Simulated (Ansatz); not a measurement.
The starting structures come from a database of crystals and need not be the phases stable at ambient conditions.

Evanescent states of Ca₃(PO₄)₂ (R-3m, not sure to be the ambient phase, 13 atoms a cell, 11.3 Å³ an atom, 2 GPa at this level) along the normal of (001)

Level of theory: r2SCAN (plane waves, PAW; Ansatz, a first-principles code).

The gap is the functional's own. No spin-orbit coupling. Mid-gap values are interpolated on the energy grid.

Energies count from the valence-band top; κ is the least over a 12×12 mesh across the current.

```json
[
 {"E (eV)": "0.14", "κ (1/Å)": "0.198", "where": "Γ"},
 {"E (eV)": "0.43", "κ (1/Å)": "0.321", "where": "Γ"},
 {"E (eV)": "0.72", "κ (1/Å)": "0.394", "where": "Γ"},
 {"E (eV)": "1.01", "κ (1/Å)": "0.436", "where": "Γ"},
 {"E (eV)": "1.30", "κ (1/Å)": "0.451", "where": "Γ"},
 {"E (eV)": "1.59", "κ (1/Å)": "0.462", "where": "Γ"},
 {"E (eV)": "1.89", "κ (1/Å)": "0.471", "where": "Γ"},
 {"E (eV)": "2.17", "κ (1/Å)": "0.478", "where": "Γ"},
 {"E (eV)": "2.46", "κ (1/Å)": "0.482", "where": "Γ"},
 {"E (eV)": "2.75", "κ (1/Å)": "0.483", "where": "Γ"},
 {"E (eV)": "3.04", "κ (1/Å)": "0.483", "where": "Γ"},
 {"E (eV)": "3.33", "κ (1/Å)": "0.480", "where": "Γ"},
 {"E (eV)": "3.62", "κ (1/Å)": "0.475", "where": "Γ"},
 {"E (eV)": "3.92", "κ (1/Å)": "0.467", "where": "Γ"},
 {"E (eV)": "4.21", "κ (1/Å)": "0.457", "where": "Γ"},
 {"E (eV)": "4.50", "κ (1/Å)": "0.443", "where": "Γ"},
 {"E (eV)": "4.79", "κ (1/Å)": "0.426", "where": "Γ"},
 {"E (eV)": "5.08", "κ (1/Å)": "0.404", "where": "Γ"},
 {"E (eV)": "5.37", "κ (1/Å)": "0.375", "where": "Γ"},
 {"E (eV)": "5.66", "κ (1/Å)": "0.337", "where": "Γ"},
 {"E (eV)": "5.95", "κ (1/Å)": "0.284", "where": "Γ"},
 {"E (eV)": "6.24", "κ (1/Å)": "0.167", "where": "Γ"}
]
```

Q: How thick must the barrier be to attenuate the transmission by 10^4 when the electrodes' Fermi level lies at 2.17 eV, and what attenuation does that film give at 2.46 eV?

A: d = 4 ln 10 / (2 × 0.478) = 9.6 Å. At 2.46 eV it gives 4 × 0.482/0.478 = 4.0 decades.
